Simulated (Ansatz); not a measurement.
A self-consistent single point of Y (P6_3/mmc, 2 atoms in the cell) with Ansatz (a program for electronic structure).

Method: PBE, harder PAW files (source: ansatz) (plane waves; Ansatz).

The change in words: lattice scaled by 1.015. Reference geometry:
```
Y
1.0
    3.70522     0.00000     0.00000
   -1.85261     3.20882     0.00000
    0.00000     0.00000     5.98028
Y
2
Cartesian
  0.00000   2.13921   1.49507
  1.85261   1.06960   4.48521
```
Moments meant for the start (each program seeds them in its own way; μB, in the order of the atoms Y Y): 1.0 1.0.

Reference input (self-consistent single point, DFT, PBE, plane waves, harder PAW files (source: ansatz)): basis.ecutwfc = 30.9 Ry; kpoints.mp_grid.grid = 7 7 4; hamiltonian.xc = pbe; hamiltonian.pseudopotentials = {kind: paw, source: ansatz}; magnetization.spin_polarized = true; scf.occupations.method = gaussian; scf.occupations.width = 0.02 Ry. This run's input differs from it in these lines:

```diff
@@ -2,5 +2,5 @@
   lattice:
-    - [3.705222, 0.000000, 0.000000]
-    - [-1.852611, 3.208816, 0.000000]
-    - [0.000000, 0.000000, 5.980282]
+    - [3.760800, 0.000000, 0.000000]
+    - [-1.880400, 3.256948, 0.000000]
+    - [0.000000, 0.000000, 6.069986]
   atoms:
```

The program printed (abridged):

```
SCF iter   1: F=—  HF=-7698.330749 eV  |F-HF|=—  |Δ(HF+E_count)|=         —  Δρ=1.70e-2 (↑1.70e-2 ↓8.74e-3)  dr2=2.17e-1  dr2_m=9.62e-2  M=1.048 μB ∫|m|=1.049 μB  β_m=0.30  ethr=9.85e-4  ⟨swp⟩=1.0  Hψ=4467  notcnv=0
all-band conjugate gradients solve this SCF's bands
preconditioner: auto → Kerker (q_TF=auto, 2.227 Å⁻¹)
spin=Collinear: Kerker preconditioning applied to the charge; magnetization (m = ρ↑ − ρ↓) channel mixes plain (no charge-response kernel on spin).
   [... lines left out ...]
SCF iter  15: F=—  HF=-7698.415922 eV  |F-HF|=—  |Δ(HF+E_count)|=   1.42e-7  Δρ=1.22e-6 (↑1.09e-6 ↓1.22e-6)  dr2=1.46e-9  dr2_m=3.71e-10  M=0.001 μB ∫|m|=0.001 μB  β_m=1.00  ethr=4.55e-10  ⟨swp⟩=6.7  Hψ=3689  notcnv=0
SCF iter  16: F=-7698.415922 eV  HF=-7698.415922 eV  |F-HF|=5.46e-11  |Δ(HF+E_count)|=   1.38e-8  Δρ=2.65e-7 (↑2.65e-7 ↓2.55e-7)  dr2=2.81e-10  dr2_m=4.45e-12  M=-0.000 μB ∫|m|=0.000 μB  ethr=6.65e-12  ⟨swp⟩=4.0  Hψ=2198  notcnv=0
SCF 1 converged in 16 iterations: F = -7698.415922 eV  dr2 = 2.81e-10
WARN: the starting moments were not kept: the SCF closed with an absolute magnetisation of 2.4e-5 μB, where they sum to 2 μB in size (2 sites) …
Magnetization: -0.0000 μB (11.0000 up, 11.0000 down)
   [... lines left out ...]
Absolute magnetization: 0.0000 μB (∫|ρ↑−ρ↓|, with the PAW one-centre terms)
Free energy (F): -7698.415922 eV
Fermi energy:    8.147247 eV
   [... lines left out ...]
  atom   2  Y     -0.00000000    -0.00000000     0.00000000
--- Stress (GPa, compression-positive) ---
       -3.507128       0.000000       0.000000
        0.000000      -3.507128       0.000000
        0.000000       0.000000      -4.928119
  P = ⅓ Tr σ = -3.9808 GPa (-39.808 kbar)
  The stress holds the Pulay correction. Without it, at fixed plane waves, as pw.x and ABINIT print it: P = -3.9823 GPa
```

The run converged in 16 iterations. Against the reference run the free energy rises by 34.0 meV/atom and the pressure goes from -2.69 to -3.98 GPa.

The starting cell comes from a database of computed structures (which also holds hypothetical and non-ambient phases and stackings), without a prior relaxation at this level. Its lattice was rescaled by a random factor within 2.5 % of one. For this run, on top of that: lattice scaled by 1.015. The starting moments vanished: the run ended non-magnetic. The program warned that a starting moment was not kept. Ansatz's pressure includes its estimate of the finite-basis (Pulay) stress.

Keys are those of Ansatz 0.2.
